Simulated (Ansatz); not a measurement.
Results of G0W0@PBEsol (hard PAW, contour deformation; Ansatz, a quantum-chemistry and plane-wave program) for C (model structure, P6₂22, No. 180, 3 atoms in the cell).

The cell is the one relaxed with PBEsol. Conventional cell: a = 2.5927 Å, b = 2.5927 Å, c = 2.7834 Å, α = 90.00°, β = 90.00°, γ = 120.00°.

The quasiparticle gap at Γ at a fixed k mesh 3×3×2:

| response cutoff | value (eV) |
|---|---|
| 200 eV, 191 empty bands | 9.919 |
| 250 eV, 267 empty bands | 9.933 |
| 300 eV, 351 empty bands | 9.941 |
| 400 eV, 541 empty bands | 9.949 |

Q: Taking the value to converge with the response cutoff E as E^(−3/2), extrapolate from the last two rows.

A: With y = y∞ + c/w and weights w = 5196 and 8000 for the last two rows, y∞ = (w2 y2 − w1 y1)/(w2 − w1) = (8000 × 9.949 − 5196 × 9.941)/2804 = 9.964 eV, which lies 0.015 beyond the last row. Successive pairs of rows give 9.968, 9.966, 9.964. The limit also hangs on the law assumed, so its last digits aren't firm.

The other settings are not extrapolated, so this is the limit in one setting alone.

At the last cutoff the smallest gap on this mesh is 4.23 eV, with an edge away from Γ.

A model structure was made by putting elements into a prototype or built by hand; it is no filed structure, need not be a known phase, and can be a saddle point held by its symmetry.
